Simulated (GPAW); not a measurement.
A series of runs on NiO (Fm-3m, 2 atoms in the cell)

```
NiO
1.0
    0.00000     2.10698     2.10698
    2.10698     0.00000     2.10698
    2.10698     2.10698     0.00000
Ni O
1 1
Cartesian
  0.00000   0.00000   0.00000
  2.10698   2.10698   2.10698
```
Moments meant for the start (each program seeds them in its own way; μB, in the order of the atoms Ni O): 2.0 0.0.

Base run A: PBE+U, GPAW PAW datasets PBE (gpaw-data 1.0.1) in GPAW, self-consistent single point.

Its settings: spinpol = true; mode = pw; ecut = 900 eV; xc = PBE; setups = {Ni: :d,6.2}; kpts = 13 13 13; mesh shift (steps) = 0 0 0; occupations.name = methfessel-paxton; occupations.width = 0.05 eV; occupations.order = 0; nbands = -8; convergence.forces = 0.001 eV/Å; convergence.bands = -6; symmetry.symmorphic = false; symmetry.tolerance = 0.0005; maxiter = 150.

The starting cell comes from a database of computed structures (which also holds hypothetical and non-ambient phases and stackings), without a prior relaxation at this level. Its lattice was rescaled by a random factor within 2.5 % of one. With one magnetic atom in the cell only a parallel order is possible. With U or open f shells several self-consistent states can exist.

ΔF is the free energy per atom less that of run A. A dash stands where there is no value to compare (another energy zero or no entropy term, no result, no spin, no clean gap, or a mesh too coarse for one). 

| run | change | ΔF (meV/atom) | gap on the mesh (eV) | size of the net moment (μB/atom) | iterations | ending |
|---|---|---|---|---|---|---|
| A | base | 0.00 | 2.243 | 1.00 | 17 | converged |
| B | mixer.method: default → sum | 0.00 | 2.243 | 1.00 | 15 | converged |
| C | mixer.method: default → sum2 | 0.00 | 2.243 | 1.00 | 18 | converged |
| D | mixer.method: default → separate | – | – | – | 150 | not converged |
| E | mixer.method: default → difference; mixer.beta_m: default → 0.2; mixer.nmaxold_m: default → 3 | 0.00 | 2.244 | 1.00 | 25 | converged |

Runs B, C, E ended on the same solution as A (within 1 meV/atom and 0.1 μB a site). Runs D gave no result. The fewest iterations to that state were 15 (B); the most were 25.
